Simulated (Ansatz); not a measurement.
RuSb2 (Pnnm, No. 58) was calculated with LDA in Ansatz (plane waves, PAW).

Run with plane-wave cutoff 520 eV, 10×8×18 k mesh (along the axes of the cell as run), Fermi–Dirac smearing 0.05 eV, no spin polarisation, scalar-relativistic PAW data made under PBE.

Computed at the level's own relaxed cell.

Task: What does this level give for the bulk modulus?

Result: 
bulk modulus: 136 GPa

Note: the run has no spin polarisation, so it can have missed a magnetic state; the bulk modulus is −V dP/dV from two relaxed cells at ±2 % in volume; the gap of the solid is closed in this run; this level leaves the solid without a gap, although one is measured.

Spin–orbit coupling is not included; it can open a gap where bands touch, and shift volumes and moduli.

Static lattice: no zero-point or thermal effects.

Ansatz is a first-principles code.
